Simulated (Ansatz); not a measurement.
End structure of the (110) surface of bcc Ta, p(2x2), one Ta site of the top plane empty (bottom of the slab: a bare face, its two planes held):

```xyz
23
Lattice="5.7487 0.0000 0.0000 -1.9162 5.4200 0.0000 0.0000 0.0000 28.0000" Properties=species:S:1:pos:R:3 pbc="T T T"
Ta     0.9581     1.3550     8.1327
Ta     0.0000     4.0650     8.1327
Ta     3.8325     1.3550     8.1327
Ta     2.8744     4.0650     8.1327
Ta     1.9162     2.7100    10.4796
Ta     2.8744     0.0000    10.4796
Ta    -0.9581     2.7100    10.4796
Ta     0.0000     0.0000    10.4796
Ta     2.8751     4.0661    12.8132
Ta     3.8316     1.3556    12.8188
Ta     0.0009     4.0643    12.8188
Ta     0.9573     1.3539    12.8132
Ta     0.0000     0.0000    15.1564
Ta    -0.9581     2.7100    15.1446
Ta     2.8744     0.0000    15.1446
Ta     1.9162     2.7100    15.1873
Ta     0.9824     1.3894    17.6303
Ta    -0.0295     4.0858    17.4370
Ta     3.8620     1.3341    17.4370
Ta     2.8500     4.0306    17.6303
Ta     2.8744     0.0000    19.5659
Ta    -0.9581     2.7100    19.5659
Ta     0.0000     0.0000    19.7795
```

Set-up: 23 atoms, 11.7 Å thick at the start; mesh 7x7x1; 0.1 eV smearing; dipole correction on; 8 atoms held, the rest relaxed; held to the start's symmetry, so lower structures may exist; no spin, no spin-orbit, no U. In PBE it lies 0.12 eV a 1x1 cell over the lowest computed structure of the same composition (one row in 4 of the top plane missing).

Task: What work function of the top face does PBE (Ansatz, an electronic-structure program) give?

Result: 4.06 eV
